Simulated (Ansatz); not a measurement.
A self-consistent single point of NbZn₃ (P4mm, 4 atoms in the cell) with Ansatz (an electronic-structure program).

Computed with LDA (PW92), default PAW files made with PBE (plane waves; Ansatz).

```xyz
4
Lattice="3.8982 0.0000 0.0000 0.0000 3.8982 0.0000 0.0000 0.0000 3.8982" Properties=species:S:1:pos:R:3 pbc="T T T"
Nb     0.0000     0.0000     0.0500
Zn     1.9491     0.0000     1.9491
Zn     0.0000     1.9491     1.9491
Zn     1.9491     1.9491     0.0000
```

Reference input (self-consistent single point, DFT, LDA (PW92), plane waves, default PAW files made with PBE): basis.ecutwfc = 420 eV; kpoints.mp_grid.grid = 9 9 9; hamiltonian.xc = lda; hamiltonian.pseudopotentials = {kind: paw} (the program's default PAW files); scf.occupations.method = gaussian; scf.occupations.width = 0.1 eV. This run's input differs from it in these lines:

Ansatz 0.2 input:
```diff
@@ -14,3 +14,3 @@
 kpoints:
-  mp_grid: { grid: [9, 9, 9] }
+  mp_grid: { grid: [17, 17, 17] }
 hamiltonian:
@@ -19,3 +19,3 @@
 scf:
-  occupations: { method: gaussian, width: 0.1 }
+  occupations: { method: gaussian, width: 0.02 }
 output:
```

Output, abridged:

```
SCF iter   1: F=—  HF=-14182.087399 eV  |F-HF|=—  |Δ(HF+E_count)|=         —  Δρ=9.80e-3  dr2=8.43e-2  ethr=1.77e-3  ⟨swp⟩=6.1  Hψ=56451  notcnv=0
all-band conjugate gradients solve this SCF's bands
preconditioner: auto → Kerker (q_TF=auto, 2.643 Å⁻¹)
SCF iter   2: F=—  HF=-14182.070555 eV  |F-HF|=—  |Δ(HF+E_count)|=   1.68e-2  Δρ=3.78e-3  dr2=1.47e-2  ethr=1.72e-4  ⟨swp⟩=2.0  Hψ=17151  notcnv=0  defer=466
   [... lines left out ...]
SCF iter   4: F=—  HF=-14182.067001 eV  |F-HF|=—  |Δ(HF+E_count)|=   8.77e-4  Δρ=6.53e-4  dr2=4.02e-4  ethr=4.28e-6  ⟨swp⟩=2.0  Hψ=21644  notcnv=0  defer=466
SCF iter   5: F=—  HF=-14182.066875 eV  |F-HF|=—  |Δ(HF+E_count)|=   1.27e-4  Δρ=2.03e-4  dr2=3.89e-5  ethr=8.20e-7  ⟨swp⟩=2.0  Hψ=20994  notcnv=0  defer=466
SCF iter   6: F=—  HF=-14182.066860 eV  |F-HF|=—  |Δ(HF+E_count)|=   1.42e-5  Δρ=4.94e-5  dr2=1.00e-6  ethr=7.95e-8  ⟨swp⟩=2.0  Hψ=19932  notcnv=0  defer=466
SCF iter   7: F=-14182.066860 eV  HF=-14182.066860 eV  |F-HF|=2.24e-8  |Δ(HF+E_count)|=   5.13e-7  Δρ=6.42e-6  dr2=2.43e-8  ethr=2.04e-10  ⟨swp⟩=7.2  Hψ=59207  notcnv=0
SCF 1 converged in 7 iterations: F = -14182.066860 eV  dr2 = 2.43e-8
Free energy (F): -14182.066860 eV
Internal energy: -14182.066558 eV  (E = F + TS)
E sigma→0 (E₀):  -14182.066709 eV
Entropy (-TS):   -0.000302 eV (-0.075 meV/atom)
Fermi energy:    13.290769 eV
--- Forces (eV/Å), atoms counted from 1 ---
  atom   1  Nb    -0.00000000     0.00000000    -0.54927689
  atom   2  Zn    -0.00000000     0.00000000     0.25325798
  atom   3  Zn    -0.00000000     0.00000000     0.25325798
  atom   4  Zn     0.00000000     0.00000000     0.04275748
--- Stress (GPa, compression-positive) ---
       -6.380970       0.000000      -0.000000
        0.000000      -6.380970       0.000000
       -0.000000       0.000000      -6.379145
  P = ⅓ Tr σ = -6.3804 GPa (-63.804 kbar)
  The stress holds the Pulay correction. Without it, at fixed plane waves, as pw.x and ABINIT print it: P = -6.4421 GPa
```

The run converged in 7 iterations. Against the reference run the free energy rises by 1.8 meV/atom, the pressure hardly changes (-6.40 to -6.38 GPa) and the largest force hardly changes (0.550 to 0.549 eV/Å).

The starting cell comes from a database of computed structures (which also holds hypothetical and non-ambient phases and stackings), without a prior relaxation at this level. Its lattice was rescaled by up to half a per cent. One atom was moved a little off its site on purpose. Spin polarisation is off. With a pressure of about -6 GPa the cell is away from its equilibrium volume at this level. Ansatz's pressure includes its estimate of the finite-basis (Pulay) stress.

Cost on one core of a shared machine: roughly 30 s.
